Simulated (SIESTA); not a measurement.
# Input and output of a self-consistent single point for HfZrW₄ (F-43m, 6 atoms in the cell) (SIESTA)

Method: GGA PBEsol, numerical atomic orbitals DZP, PseudoDojo PBEsol standard norm-conserving potentials (rewritten from UPF to PSML) (SIESTA 5.4.2).

This input was run:

```
# files in the folder: Zr.psml Hf.psml W.psml (PseudoDojo PBEsol standard)
SystemName  HfZrW4
SystemLabel HfZrW4

NumberOfAtoms                6
NumberOfSpecies              3
%block ChemicalSpeciesLabel
  1 40 Zr
  2 72 Hf
  3 74 W
%endblock ChemicalSpeciesLabel
LatticeConstant              1.0 Ang
%block LatticeVectors
     0.000000000    3.788249000    3.788249000
     3.788249000    0.000000000    3.788249000
     3.788249000    3.788249000    0.000000000
%endblock LatticeVectors
AtomicCoordinatesFormat      Bohr
%block AtomicCoordinatesAndAtomicSpecies
     0.000000000    0.000000000    0.000000000  1
    10.738129653   10.738129653   10.738129653  2
     5.369494352    5.369494352    5.369494352  3
     5.369494352    8.948011852    8.948011852  3
     8.948011852    8.948011852    5.369494352  3
     8.948011852    5.369494352    8.948011852  3
%endblock AtomicCoordinatesAndAtomicSpecies

XC.functional                GGA
XC.authors                   PBEsol
PAO.BasisSize                DZP
PAO.EnergyShift              0.01 Ry
MeshCutoff                   400 Ry
%block kgrid.MonkhorstPack
    8   0   0  0.0
    0   8   0  0.0
    0   0   8  0.0
%endblock kgrid.MonkhorstPack
OccupationFunction           MP
OccupationMPOrder            1
ElectronicTemperature        0.2 eV

MaxSCFIterations             150
SCF.Mixer.Method             Broyden
SCF.Mixer.Weight             0.1
SCF.Mixer.History            8
SCF.DM.Tolerance             1.0E-05
Diag.ParallelOverK           true
WriteForces                  true
Charge.Mulliken              end
```

Output (repeated stretches shortened):

```
reinit: Reading from file input.fdf

reinit: System Name: HfZrW4
reinit: System Label: HfZrW4

coor:   Atomic-coordinates input format  =     Cartesian coordinates
coor:                                            (in Bohr units)

siesta: Atomic coordinates (Bohr) and species
siesta:      0.00000   0.00000   0.00000  1        1
siesta:     10.73813  10.73813  10.73813  2        2
siesta:      5.36949   5.36949   5.36949  3        3
siesta:      5.36949   8.94801   8.94801  3        4
siesta:      8.94801   8.94801   5.36949  3        5
siesta:      8.94801   5.36949   8.94801  3        6

siesta: System type = bulk

initatomlists: Number of atoms, orbitals, and projectors:      6   114   178

siesta: ******************** Simulation parameters ****************************
redata: Spin configuration                          = none
redata: Time-Reversal Symmetry                      = T
redata: Number of Atomic Species                    =        3
redata: Mesh Cutoff                                 =   400.0000 Ry
redata: Net charge of the system                    =     0.0000 |e|
redata: Min. number of SCF Iter                     =        0
redata: Max. number of SCF Iter                     =      150
redata: SCF convergence failure will abort job
redata: SCF mix quantity                            = Hamiltonian
redata: Mix DM or H after convergence               =   F
redata: Recompute H after scf cycle                 =   F
redata: Mix DM in first SCF step                    =   T
redata: No kicks to SCF
redata: DM Mixing Weight for Kicks                  =     0.5000
redata: Require Harris convergence for SCF          =   F
redata: Harris energy tolerance for SCF             =     0.000100 eV
redata: Require DM convergence for SCF              =   T
redata: DM tolerance for SCF                        =     0.000010
redata: Require EDM convergence for SCF             =   F
   [... lines left out ...]
diag: Used triangular part                          = Lower
diag: Absolute tolerance                            =  0.100E-15
diag: Orthogonalization factor                      =  0.100E-05
diag: Memory factor                                 =  1.0000

superc: Internal auxiliary supercell:     5 x     5 x     5  =     125
superc: Number of atoms, orbitals, and projectors:    750  14250  22250

                        Single-point calculation

superc: Internal auxiliary supercell:     5 x     5 x     5  =     125
superc: Number of atoms, orbitals, and projectors:    750  14250  22250

outcell: Unit cell vectors (Ang):
        0.000000    3.788249    3.788249
        3.788249    0.000000    3.788249
        3.788249    3.788249    0.000000

outcell: Cell vector modules (Ang)   :    5.357393    5.357393    5.357393
outcell: Cell angles (23,13,12) (deg):     60.0000     60.0000     60.0000
outcell: Cell volume (Ang**3)        :    108.7290
new_DM -- step:     1
Initializing Density Matrix...

Attempting to read DM from file... Failed...
DM filled with atomic data:

InitMesh: MESH = 54 x 54 x 54 = 157464
InitMesh: Mesh cutoff (required, used) =   400.000   421.186 Ry

stepf: Methfessel-Paxton step function
       Using Hermite-Gauss polynomials of order  1
        iscf     Eharris(eV)        E_KS(eV)     FreeEng(eV)     dDmax    Ef(eV) dHmax(eV)
   scf:    1   -11112.046382   -11150.579674   -11150.581206  1.616305 -3.278193  9.239684
   scf:    2   -11162.284043   -11157.453406   -11157.455375  0.204111 -3.577987  5.826541
   scf:    3   -11160.961087   -11159.908737   -11159.910394  0.163670 -3.827406  3.788508
   scf:    4   -11161.585781   -11160.861963   -11160.861315  0.134549 -4.115672  1.002486
   scf:    5   -11160.942429   -11160.911103   -11160.910401  0.033291 -4.183130  0.233302
   scf:    6   -11160.901427   -11160.911512   -11160.910737  0.023971 -4.200991  0.231018
   [... 5 lines left out ...]
   scf:   12   -11160.915236   -11160.915234   -11160.914918  0.000099 -4.199674  0.000306
   scf:   13   -11160.915235   -11160.915234   -11160.914918  0.000055 -4.199768  0.000338
   scf:   14   -11160.915234   -11160.915234   -11160.914918  0.000022 -4.199801  0.000346
   scf:   15   -11160.915234   -11160.915234   -11160.914918  0.000012 -4.199819  0.000319
   scf:   16   -11160.915234   -11160.915234   -11160.914918  0.000009 -4.199830  0.000283
SCF Convergence by DM+H criterion
max |DM_out - DM_in|         :     0.0000087550
max |H_out - H_in|      (eV) :     0.0002827512
SCF cycle converged after 16 iterations

Using DM_out to compute the final energy and forces

siesta: E_KS(eV) =           -11160.9152

siesta: E_KS - E_eggbox =    -11160.9152

siesta: Atomic forces (eV/Ang):
     1    0.000012    0.000012    0.000012
     2   -0.000048   -0.000048   -0.000048
     3   -0.021741   -0.021741   -0.021741
     4   -0.021704    0.021741    0.021740
     5    0.021741    0.021741   -0.021704
     6    0.021741   -0.021704    0.021740
   Tot   -0.000000   -0.000000   -0.000000
   Max    0.021741
   Res    0.017744    sqrt( Sum f_i^2 / 3N )
   Max    0.021741    constrained

Stress tensor Voigt[x,y,z,yz,xz,xy] (kbar):       19.90       19.90       19.90       -0.06       -0.06       -0.06
(Free)E + p*V (eV/cell)   -11162.2653
Target enthalpy (eV/cell)   -11160.9149

siesta: Program's energy decomposition (eV):
siesta: Ebs     =     -2468.792857
siesta: Eions   =     19031.810548
siesta: Ena     =      5532.189967
siesta: Ekin    =      2989.610721
siesta: Enl     =      1583.414266
siesta: Eso     =         0.000000
siesta: Edftu   =         0.000000
siesta: DEna    =       206.553583
siesta: DUscf   =         5.017649
siesta: DUext   =         0.000000
siesta: Ex      =     -2265.203754
siesta: Ec      =      -180.687118
siesta: Exc     =     -2445.890872
siesta: Eharris =    -11160.915234
siesta: Etot    =    -11160.915234
siesta: FreeEng =    -11160.914918

siesta: Stress tensor (static) (eV/Ang**3):
siesta:     0.012420   -0.000035   -0.000035
siesta:    -0.000035    0.012420   -0.000035
siesta:    -0.000035   -0.000035    0.012420

siesta: Cell volume =        108.729038 Ang**3

siesta: Pressure (static):
siesta:                Solid            Molecule  Units
siesta:          -0.00013527         -0.00014350  Ry/Bohr**3
siesta:          -0.01242001         -0.01317571  eV/Ang**3
siesta:         -19.89904961        -21.10980784  kBar

mulliken: Atomic and Orbital Populations:

Species: Zr
Atom  Qatom  Qorb
   [... lines left out ...]
              0.287   0.579   0.579   0.675   0.579   0.675  -0.065  -0.065

             -0.085  -0.065  -0.085

Species: W
Atom  Qatom  Qorb
               5s      6s      6s      5py     5pz     5px     6py     6pz
               6px     5dxy    5dyz    5dz2    5dxz    5dx2-y2 5dxy    5dyz
               5dz2    5dxz    5dx2-y2
   3 13.978   1.870   0.851  -0.108   1.945   1.945   1.945   0.287   0.287
              0.287   1.014   1.014   0.942   1.014   0.942  -0.052  -0.052

             -0.050  -0.052  -0.050
   4 13.978   1.870   0.851  -0.108   1.945   1.945   1.945   0.287   0.287
              0.287   1.014   1.014   0.942   1.014   0.942  -0.052  -0.052

             -0.050  -0.052  -0.050
   5 13.978   1.870   0.851  -0.108   1.945   1.945   1.945   0.287   0.287
              0.287   1.014   1.014   0.942   1.014   0.942  -0.052  -0.052

             -0.050  -0.052  -0.050
   6 13.978   1.870   0.851  -0.108   1.945   1.945   1.945   0.287   0.287
              0.287   1.014   1.014   0.942   1.014   0.942  -0.052  -0.052

             -0.050  -0.052  -0.050

mulliken: Qtot =       80.000

Mulliken Atomic Populations:
Atom #   charge [q] valence [e]  Species
     1     0.273943   11.726057  Zr
     2    -0.360112   12.360112  Hf
     3     0.021559   13.978441  W
     4     0.021537   13.978463  W
     5     0.021537   13.978463  W
     6     0.021537   13.978463  W
 Total    -0.000000
```

The run converged in 16 iterations.

The starting cell comes from a database of computed structures (which also holds hypothetical and non-ambient phases and stackings), without a prior relaxation at this level. Its lattice was rescaled by a random factor within 2.5 % of one. Spin polarisation is off. Values carry the incompleteness of an atom-centred basis.

Cost on one core of a shared machine: roughly 3 min.
